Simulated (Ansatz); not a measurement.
Ti3H2O7 (P1, No. 1, 24 atoms in the cell; start mp-2216729), treated with PBEsol (Ansatz, an electronic-structure program, PAW).

Run with plane-wave cutoff 520 eV, 10×6×4 k mesh (along the axes of the cell as run), Fermi–Dirac smearing 0.01 eV, no spin polarisation, scalar-relativistic PAW data made under PBE.

Cell (relaxed with PBE-D3(BJ)):

```
CELL_PARAMETERS angstrom
      3.71824     0.41911     0.06051
     -0.82366     7.44875    -0.00849
     -0.04832    -1.62641     9.17964
ATOMIC_POSITIONS crystal
  Ti 0.23745 0.42864 0.21063
  Ti 0.72600 0.57579 0.78628
  Ti 0.22639 0.33476 0.51923
  Ti 0.73316 0.67156 0.47837
  Ti 0.23602 0.26006 0.82530
  Ti 0.73554 0.74651 0.17249
  H  0.36900 0.91010 0.88636
  H  0.03759 0.90631 0.77659
  H  0.94587 0.02320 0.05160
  H  0.97205 0.09080 0.22456
  O  0.23866 0.29611 0.03803
  O  0.69911 0.71727 0.95651
  O  0.21175 0.24165 0.32657
  O  0.75419 0.76451 0.67369
  O  0.22881 0.15682 0.62891
  O  0.72287 0.84910 0.36866
  O  0.17146 0.98457 0.85861
  O  0.83882 0.00798 0.14471
  O  0.23003 0.68095 0.15892
  O  0.73167 0.31892 0.83710
  O  0.23222 0.59374 0.45254
  O  0.72755 0.41442 0.54903
  O  0.22832 0.50186 0.75772
  O  0.73414 0.50421 0.24449
```

Predict the band gap, smallest direct gap on the k points sampled and direct gap at Γ.


* **band gap**: 2.91 eV (indirect)
* **smallest direct gap on the k points sampled**: 3.04 eV
* **direct gap at Γ**: 3.16 eV

Note: cell and atoms aren't relaxed at this level (pressure -2.4 GPa).

A start named mp-… is a Materials Project structure, which need not be a measured phase.
